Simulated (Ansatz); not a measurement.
The reference is BAs (space group P4_2/mnm, No. 136; a = 5.837 Å, c = 3.362 Å; a hypothetical phase, not in the database extracts checked). Axes: x, y, z lie along a, b, c of the conventional cell.

The values are results of PBEsol (Ansatz, a program for electronic structure, PAW, no spin-orbit coupling), not measurements.

Strains are applied to the cell and any free atomic positions relax; under stress the whole cell relaxes.

One change was made to it. Results:

```json
[
 {"quantity": "energy relative to the base (free energy F)", "base": "0 meV/atom", "after": "+1.2 meV/atom"},
 {"quantity": "smallest direct gap", "base": "1.08 eV", "after": "1.29 eV"}
]
```

**Question.** Which change produced these results?
A. uniaxial stress, 3 GPa compression along z
B. tensor shear ε_xz = +3.57 %
C. tensor shear ε_xz = +0.15 %

**Answer.** A, uniaxial stress, 3 GPa compression along z. For comparison, the smallest direct gap in the other runs: tensor shear ε_xz = +3.57 % gives 0.87 eV; tensor shear ε_xz = +0.15 % gives 1.08 eV.

Beyond what the load breaks, stability against distortions was not tested.
